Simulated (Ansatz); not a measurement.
Data:

```
CELL_PARAMETERS angstrom
      3.64715     0.00000     0.00000
      0.00000     3.64715     0.00000
      1.82358    -1.82358     2.50892
ATOMIC_POSITIONS crystal
  Be 0.00000 0.00000 0.00000
  Se 0.75000 0.75000 0.50000
```

No spin polarisation.

Level of theory: LDA (Ansatz, a quantum-chemistry and plane-wave program), no SOC. Settings: 11×11×11 k-points, 0.05 eV Fermi–Dirac smearing.

**Question.** What band gap does the calculation give?

**Answer.** 2.22 eV.

**Question.** Predict the pressure (mean of the normal stresses, compression positive).

**Answer.** -1.41 GPa.

**Question.** Estimate the electron mass.

**Answer.** 0.80 mₑ along k, 0.27 mₑ across (at X).

**Question.** Estimate the valence-band top at Γ (three highest levels, from the VBM).

**Answer.** 0.00, -0.14, -0.14 eV.

The cells carry an imposed strain or load. Masses are band curvatures over ±0.01 Å⁻¹ around the edge. Along k means along the line from Γ to the band edge. Stability against distortions was not tested. The cell was made from BeSe in the zinc blende structure (space group F-43m, No. 216) by this change: biaxial strain +1.50 %, plane normal [001], relaxed out of plane.
